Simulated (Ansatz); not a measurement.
```yaml
crystal:
  lattice:
    - [1.88333, 1.08734, 5.67047]
    - [-1.88333, 1.08734, 5.67047]
    - [0.00000, -2.17468, 5.67047]
  atoms:
    - { symbol: Cd, position: [0.00000, 0.00000, 0.00000] }
    - { symbol: Cl, position: [0.74988, 0.74988, 0.74988] }
    - { symbol: Cl, position: [0.25012, 0.25012, 0.25012] }
```

The cell is a database entry relaxed within its symmetry; it need not be the phase found at ambient conditions. 

List the harmonic phonon frequencies (cm⁻¹; finite displacements on a 6×6×6 mesh, LDA in Ansatz, a quantum-chemistry and plane-wave program, k mesh 6×6×6) at q = (0.000, 0.167, -0.333), (0.167, 0.333, 0.333), (0.333, 0.333, -0.500), in fractions of this cell's reciprocal vectors. At Γ leave out the LO-TO shift.


- (0.000, 0.167, -0.333): 46, 78, 106, 146, 164, 196, 214, 226, 234
- (0.167, 0.333, 0.333): 31, 36, 63, 129, 156, 175, 195, 225, 235
- (0.333, 0.333, -0.500): 38, 40, 60, 130, 157, 174, 203, 223, 227
